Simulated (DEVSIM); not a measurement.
Device: illuminated Si n-on-p cell, one wavelength, with a back-surface field, at 300 K.

| layer (left to right) | material | thickness (μm) | Nd (cm⁻³) | Na (cm⁻³) | τn (s) | τp (s) | absorption coefficient (cm⁻¹) |
|---|---|---|---|---|---|---|---|
| 1 | Si | 0.110 | 6.6e18 | - | 9.6e-8 | 2.2e-8 | 12000 |
| 2 | Si | 220 | - | 1.5e15 | 6e-7 | 6e-7 | 12000 |
| 3 | Si | 0.560 | - | 5.3e18 | 6e-7 | 6e-7 | 12000 |

Left contact: ohmic, minority hole recombination velocity 10 cm/s. Right contact: ohmic, minority electron recombination velocity 5000 cm/s. Voltage is applied to the left contact. Recombination: SRH at mid-gap, radiative, Auger. Light enters at the left, 1.1e18 photons cm⁻² s⁻¹, one pass, no reflection. Mobility is μmin + (μ − μmin)/(1 + (N/Nref)^α).

Constants are typed, rounded textbook-type inputs, not results; the design itself was drawn at random and stands for no fabricated device. Values at 300 K.

```tsv
parameter	Si
gap (eV)	1.124
affinity (eV)	4.05
permittivity	11.7
Nc (cm⁻³)	2.86e19
Nv (cm⁻³)	3.1e19
μn (cm²/Vs)	1417
μp (cm²/Vs)	470
μn,min	52
μp,min	45
Nref,n	9.7e16
Nref,p	2.2e17
αn	0.68
αp	0.72
B (cm³/s)	4.7e-15
Cn (cm⁶/s)	2.8e-31
Cp (cm⁶/s)	9.9e-32
```

Model (solved in DEVSIM): 1D drift-diffusion, Boltzmann statistics, complete ionisation; no tunnelling, impact ionisation, image-force lowering or self-heating.

Q: Tabulate band edges, carrier densities and field at zero bias, in the dark.

A: Energies count from the Fermi level of the right contact; mesh points crowd at the junctions.

```csv
x (μm),Ec (eV),Ev (eV),n (cm⁻³),p (cm⁻³),field (V/cm)
0.000,0.038,-1.086,6.6e18,< 1e2,≈ 0
0.03672,0.038,-1.086,6.6e18,< 1e2,≈ 0
0.08644,0.038,-1.086,6.6e18,< 1e2,≈ 0
0.1179,0.124,-1.000,2.3e17,500,47000
0.2248,0.333,-0.791,7.2e13,1600000,15000
0.5039,0.671,-0.453,1.5e8,7.8e11,8900
1.344,0.867,-0.257,78000,1.5e15,22
5.553,0.867,-0.257,77000,1.5e15,≈ 0
16.54,0.867,-0.257,77000,1.5e15,≈ 0
49.61,0.867,-0.257,77000,1.5e15,≈ 0
137.4,0.867,-0.257,77000,1.5e15,≈ 0
200.3,0.867,-0.257,77000,1.5e15,≈ 0
213.6,0.867,-0.257,77000,1.5e15,≈ 0
217.9,0.867,-0.257,77000,1.5e15,≈ 0
219.6,0.868,-0.256,75000,1.5e15,65
220.0,0.886,-0.238,38000,3.1e15,2000
220.1,0.944,-0.180,4000,2.9e16,14000
220.1,1.078,-0.046,< 1e2,5.2e18,3800
220.2,1.078,-0.046,< 1e2,5.3e18,≈ 0
220.4,1.078,-0.046,< 1e2,5.3e18,≈ 0
220.6,1.078,-0.046,< 1e2,5.3e18,≈ 0
220.7,1.078,-0.046,< 1e2,5.3e18,≈ 0
```
